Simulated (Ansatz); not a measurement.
Base system: Al₂Cu (space group I4/mcm, No. 140; a = 6.002 Å, c = 4.814 Å).

The values are results of DFT with PBEsol, PAW potentials and a 420 eV plane-wave cutoff in Ansatz (a quantum-chemistry and plane-wave program), spin-orbit coupling left out, earlier PAW set, not measurements.

Before the change:

```
Quantity    Value
--------  -------
Pressure  0.0 GPa
```

Now apply this change: the cell is scaled by 1.0049 in all directions, atoms relaxed at fixed cell.

Task: Estimate the effect on the pressure and energy relative to the base.

Result: The pressure (mean of the normal stresses, compression positive) goes from zero to -1.5 GPa; the energy grows by 1.0 meV/atom.

The cells carry an imposed strain or load. Whether these cells are dynamically stable was not tested. All final runs are without spin polarisation.
